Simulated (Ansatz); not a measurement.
**A self-consistent single point of TcS2 (P6_3/mmc, 6 atoms in the cell) with Ansatz (an electronic-structure program)**

Method of the run: PBEsol, default PAW files made with PBE (plane waves; Ansatz).

Input:

Ansatz 0.2 input:
```yaml
# TcS2
crystal:
  lattice:
    - [3.170393, 0.000000, 0.000000]
    - [-1.585196, 2.745640, 0.000000]
    - [0.000000, 0.000000, 12.331533]
  atoms:
    - { symbol: Tc, position: [0.333333, 0.666667, 0.250000] }
    - { symbol: Tc, position: [0.666667, 0.333333, 0.750000] }
    - { symbol: S, position: [0.333333, 0.666667, 0.627500] }
    - { symbol: S, position: [0.666667, 0.333333, 0.127500] }
    - { symbol: S, position: [0.666667, 0.333333, 0.372500] }
    - { symbol: S, position: [0.333333, 0.666667, 0.872500] }
basis:
  ecutwfc: 500.0
kpoints:
  mp_grid: { grid: [8, 8, 2] }
hamiltonian:
  xc: pbesol
  pseudopotentials: { kind: paw }
scf:
  occupations: { method: cold, width: 0.272 }
output:
  forces: true
  eigenvalues: true
  stress: true
```

Log, with long lists cut:

```
WARN the atoms were moved onto the symmetric positions of the space group found under crystal.symmetry.tolerance 1.0e-5 (fractional …
WARN ansatz: RAYON_NUM_THREADS=1 ignored (pool sized by the plan → 1); use --threads N
Pseudopotentials: kind: paw
Pseudopotential: Tc, paw, valence charge 15
Pseudopotential: S, paw, valence charge 6
Crystal: 6 atoms, lattice volume = 107.343 Å³
Basis set: ecut = 500 eV, 2751 PW (Γ), exchange–correlation on 48×48×180 points (8 copies of the dense FFT grid, shifted against one another)
Bands: 33, of which v1, the nominal top of the filled ones, is band 27 counted from 1 (26 counted from 0)
Symmetry: 24 space group operations
Space group: P63/mmc (ITA 194), of the structure as read, at distance tolerance 4.8e-5 Å
k-points: 20 of 128
PAW frozen core: Tc, regenerated for the run's functional, and the local potential with it
PAW frozen core: S, regenerated for the run's functional, and the local potential with it
Initial density: superposition of atomic densities (chi_scale 0.1, normalization cell, long waves kept (reshape's long-wave potential 0.14 eV rms))
Initial wavefunctions: pseudopotential atomic-orbital guess
Eigensolver: davidson
Functional: x = pbesol(κ = 0.804, μ = 0.12345679012345678), c = pbesol(β = 0.046)
SCF iter   1: F=—  HF=-14224.145796 eV  |F-HF|=—  |Δ(HF+E_count)|=         —  Δρ=1.13e-1  dr2=4.58e1  ethr=3.10e-3  ⟨swp⟩=6.0  Hψ=2719  notcnv=0
all-band conjugate gradients solve this SCF's bands
preconditioner: auto → Kerker (q_TF=auto, 2.433 Å⁻¹)
SCF iter   2: F=—  HF=-14220.148099 eV  |F-HF|=—  |Δ(HF+E_count)|=    4.00e0  S|Δr|=    0.00e0  Δρ=5.89e-2  dr2=1.57e1  ethr=3.10e-3  ⟨swp⟩=2.8  Hψ=1153  notcnv=0  defer=11
preconditioner: auto → Resta (q_TF=auto, 2.433 Å⁻¹)
SCF iter   3: F=—  HF=-14217.930718 eV  |F-HF|=—  |Δ(HF+E_count)|=    2.22e0  S|Δr|=    0.00e0  Δρ=9.44e-3  dr2=1.95e-1  ethr=3.10e-3  ⟨swp⟩=3.1  Hψ=1217  notcnv=0  defer=10
SCF iter   4: F=—  HF=-14217.888814 eV  |F-HF|=—  |Δ(HF+E_count)|=   4.19e-2  S|Δr|=    0.00e0  Δρ=3.72e-3  dr2=3.04e-2  ethr=3.62e-4  ⟨swp⟩=2.5  Hψ=1055  notcnv=0  defer=1
SCF iter   5: F=—  HF=-14217.886060 eV  |F-HF|=—  |Δ(HF+E_count)|=   2.75e-3  S|Δr|=    0.00e0  Δρ=1.39e-3  dr2=2.67e-3  ethr=5.64e-5  ⟨swp⟩=2.0  Hψ=933  notcnv=0  defer=1
SCF iter   6: F=—  HF=-14217.886541 eV  |F-HF|=—  |Δ(HF+E_count)|=   4.81e-4  S|Δr|=    0.00e0  Δρ=4.35e-4  dr2=1.75e-4  ethr=4.95e-6  ⟨swp⟩=2.0  Hψ=954  notcnv=0  defer=1
SCF iter   7: F=—  HF=-14217.886724 eV  |F-HF|=—  |Δ(HF+E_count)|=   1.83e-4  S|Δr|=    0.00e0  Δρ=8.94e-5  dr2=9.83e-6  ethr=3.24e-7  ⟨swp⟩=2.0  Hψ=1024  notcnv=0  defer=1
SCF iter   8: F=—  HF=-14217.886719 eV  |F-HF|=—  |Δ(HF+E_count)|=   4.89e-6  S|Δr|=    0.00e0  Δρ=1.89e-5  dr2=4.85e-7  ethr=1.82e-8  ⟨swp⟩=2.0  Hψ=985  notcnv=0  defer=1
SCF iter   9: F=-14217.886720 eV  HF=-14217.886720 eV  |F-HF|=1.82e-8  |Δ(HF+E_count)|=   5.53e-7  S|Δr|=    0.00e0  Δρ=3.31e-6  dr2=1.19e-8  ethr=1.85e-10  ⟨swp⟩=6.7  Hψ=2987  notcnv=0
SCF 1 converged in 9 iterations: F = -14217.886720 eV  dr2 = 1.19e-8
SCF converged after 9 iterations
Stability not checked (fill_not_monotonic)
Free energy (F): -14217.886720 eV
Harris-Foulkes:  -14217.886720 eV  (|F-HF|=1.82e-8)
Internal energy: -14217.791682 eV  (E = F + TS)
E sigma→0 (E₀):  -14217.855040 eV
Entropy (-TS):   -0.095038 eV (-15.840 meV/atom)
Fermi energy:    11.494109 eV
--- Per-component energies (eV) ---
  E_band       = -379.021457
  E_kinetic    = 1675.172000
  E_local      = -5436.001138  (includes V_loc(G=0)·N_el)
  E_nonlocal   = 692.954276
  E_hartree    = 1944.931584
  E_xc         = -859.799749
  E_vxc        = -937.018108  (∫ρ·V_xc dr)
  E_paw        = -8776.164766  (= ΣΔE_a)
  E_vpaw       = -263.990493  (= ΣTr[D̂ρ^β])
  E_aug_tail   = -0.000019  (compensation charges beyond the density's cutoff)
  E_ewald      = -3459.585356
  E_core_change = 0.701486  (= ΣΔE_core)
  E_smearing   = -0.095038  (= −TS)
  E_closure    = -0.000000  (closes the sum)
  Σ components = -14217.886720   (vs F -14217.886720, Δ=0.00e0)
--- Forces (eV/Å), atoms counted from 1 ---
  atom   1  Tc    -0.00000000    -0.00000000    -0.00000000
  atom   2  Tc     0.00000000     0.00000000     0.00000000
  atom   3  S      0.00000000     0.00000000     0.12030402
  atom   4  S     -0.00000000    -0.00000000     0.12030402
  atom   5  S     -0.00000000    -0.00000000    -0.12030402
  atom   6  S      0.00000000     0.00000000    -0.12030402
  max |Σ_I F_I| component: 4.16e-17 eV/Å
--- Stress (GPa, compression-positive) ---
       -0.287691       0.000000      -0.000000
        0.000000      -0.287691      -0.000000
       -0.000000      -0.000000      -2.152649
  P = ⅓ Tr σ = -0.9093 GPa (-9.093 kbar)
  The stress holds the Pulay correction. Without it, at fixed plane waves, as pw.x and ABINIT print it: P = -0.9199 GPa
--- Band table (eV; the first three rows and the last of 20) ---
  k-point 0: bands = ["-56.5149", "-56.5149", "-28.6884", "-28.6884", "-28.5085", "-28.5085", "-28.5085", "-28.5085", "-4.5195", "-4.3129", "-3.1676", "-2.8037", "3.6317", "4.5392", "6.8446", "6.8446", "6.8527", "6.8527", "7.2730", "7.8885", [...]
  k-point 1: bands = ["-56.5149", "-56.5149", "-28.6884", "-28.6884", "-28.5085", "-28.5085", "-28.5085", "-28.5085", "-4.4276", "-4.4276", "-2.9765", "-2.9765", "4.0272", "4.0272", "6.8486", "6.8486", "6.8486", "6.8486", "7.9026", "7.9026", [...]
  k-point 2: bands = ["-56.5114", "-56.5114", "-28.6813", "-28.6812", "-28.5472", "-28.5472", "-28.5175", "-28.5175", "-4.2907", "-4.0876", "-3.0538", "-2.7137", "3.8734", "4.7618", "6.4317", "6.4559", "6.6539", "7.0754", "7.0912", "7.3081", [...]
  k-point 19: bands = ["-56.4884", "-56.4884", "-28.7240", "-28.7240", "-28.6486", "-28.6486", "-28.6345", "-28.6345", "-2.3052", "-2.3052", "-2.0203", "-2.0203", "4.3355", "4.3355", "4.7015", "4.7015", "5.7225", "5.7225", "6.3836", "6.3836", [...]
```

The run converged in 9 iterations.

The starting cell was generated: these elements placed on a structure prototype, without a prior relaxation; it need not be a known phase or ordering of this composition. Its lattice was rescaled by a random factor within 2.5 % of one. Spin polarisation is off. Ansatz's pressure includes its estimate of the finite-basis (Pulay) stress.
